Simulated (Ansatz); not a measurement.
**AlN: response to strain**

The parent structure is AlN in the wurtzite structure (space group P6_3mc, No. 186; a = 3.1066 Å, c = 4.9780 Å). Axes: x lies along a and z along c of the hexagonal cell.

Strains are applied to the cell and any free atomic positions relax; under biaxial strain the out-of-plane vector relaxes too; under stress the whole cell relaxes.

Method: r2SCAN (Ansatz, a quantum-chemistry and plane-wave program), no SOC, earlier PAW set.

Notes on the quantities. pressure: mean of the normal stresses, compression positive.

```csv
case,volume per atom,gap character,band gap,pressure
base,10.40 Å³,direct at Γ,4.87 eV,0.01 GPa
"biaxial strain −2.97 %, plane normal [001], relaxed out of plane",9.94 Å³,direct at Γ,5.29 eV,10.90 GPa
"biaxial strain −0.22 %, plane normal [001], relaxed out of plane",10.37 Å³,direct at Γ,4.92 eV,0.73 GPa
"biaxial strain +0.66 %, plane normal [001], relaxed out of plane",10.50 Å³,direct at Γ,4.73 eV,-2.09 GPa
isotropic strain −3.19 %,9.44 Å³,"indirect, Γ → K",5.75 eV,24.70 GPa
isotropic strain +1.17 %,10.77 Å³,direct at Γ,4.56 eV,-6.87 GPa
uniaxial strain ε_yy = +2.37 %,10.65 Å³,direct at Γ,4.59 eV,-4.88 GPa
uniaxial strain ε_zz = +1.81 %,10.59 Å³,direct at Γ,…,…
"uniaxial stress, 1 GPa tension along z",10.42 Å³,direct at Γ,4.87 eV,–
"uniaxial stress, 5 GPa tension along z",10.50 Å³,direct at Γ,4.87 eV,–
```

Problem. Complete the table.

Solution. 
- uniaxial strain ε_zz = +1.81 %, band gap: 4.79 eV
- uniaxial strain ε_zz = +1.81 %, pressure: -3.45 GPa

Stability under load was not tested beyond the relaxation. Labels are those of the standard path for the cell's own space group.
